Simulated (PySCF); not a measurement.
PySCF 2.14.0, PBE/def2-tzvp, df: Ga(H)(I)2 ([I][GaH][I]), 4 atoms. The geometry is a generated start, not checked to be a minimum at this level.

```json
{
  "task": "energy",
  "method": "pbe",
  "basis": "def2-tzvp",
  "two_electron_scheme": "density fitting",
  "mol.max_memory": "3000 MB",
  "mf.max_cycle": "100",
  "mf.init_guess": "minao (default)",
  "mf.DIIS": "CDIIS (default)",
  "mf.conv_tol": "1e-09 (default)",
  "mf.grids.level": "3 (default)",
  "effective_core_potentials": "those of the basis set, past Kr",
  "basis_functions": "154",
  "grid_points": "74632"
}
```

```xyz
4

Ga    -0.1761    -0.1022    -0.1117
H     -1.3430    -0.7796    -0.8557
I      0.2264     2.3436    -0.4124
I      1.2927    -1.4618     1.3799
```

One run each on 2 threads, 1 BLAS thread. Values of diis_space tried: 3, 5, 8 (default), 12, 20.

Problem. Which value of diis_space needs the fewest Fock builds, and what happens away from it?

Solution. Fewest Fock builds, within one of each other: 5 with 16, 8 (default) with 16, 12 with 16, 20 with 16. The count rises to 26 at 3. All converge to one solution.

| diis_space | Fock builds | end |
|---|---|---|
| 3 | 26 | same solution |
| 5 | 16 | same solution |
| 8 (default) | 16 | same solution |
| 12 | 16 | same solution |
| 20 | 16 | same solution |
